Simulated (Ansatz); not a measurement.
Take Y in the hcp (Mg type) structure (space group P6_3/mmc, No. 194; a = 3.5994 Å, c = 5.5871 Å) as the base.

Computed with Ansatz (an electronic-structure program) PBEsol, no SOC.

For the base:

The lattice parameter a is 3.599 Å.

Now apply this change: full substitution Y → Cr; the structure is relaxed again.

Tabulated Pauling electronegativity and covalent radius: Y 1.22, 1.90 Å; Cr 1.66, 1.39 Å.

### Question
What does the calculation give for the lattice parameter a after the change?

### Answer
The lattice parameter a drops by 1.1425 Å, from 3.599 Å to 2.457 Å.

No phonon test of stability was made. Starting moments died away, wholly or in part, for Y → Cr; another magnetic solution may exist. The final runs are not spin-polarised. Real Cr is antiferromagnetic at low temperature and ambient pressure, an order that this cell doesn't hold. This is not the structure that Cr has at room temperature and ambient pressure.
